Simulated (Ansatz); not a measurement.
Structures of equal composition on the (0001) surface of hcp Co, ferromagnetic: (√3x√3)R30°, one Co adatom; one added row of Co in 3. The slabs share one bottom face, and each structure is named by its start. These are constructed structures in small cells; real faces may alloy, dewet or reconstruct in larger ones, and not all known structures of the face are among them. Slabs of about 10 Å, Fermi-Dirac smearing of 0.1 eV. Bottom of the slabs: a bare face, its two planes held. Relaxed from the named starts with such symmetry as they have, on meshes of like density; energies extrapolated to zero smearing; spin only where a row says so; no spin-orbit coupling, no U. Brackets mark spin-polarised runs, whose order is one that fits the cell. Where a second, spin-polarised start was run, the lower counts. The cells differ, so small differences also carry the error of unlike k-meshes.

Level of theory: PBE (plane waves to 420 eV, PAW; Ansatz, a program for electronic structure).

Put the candidates in order of energy per 1x1 cell, lowest first, for PBE.

one added row of Co in 3 (0.00 eV [spin, 31.7 μB a cell]), (√3x√3)R30°, one Co adatom (0.14 eV [spin, 31.9 μB a cell])
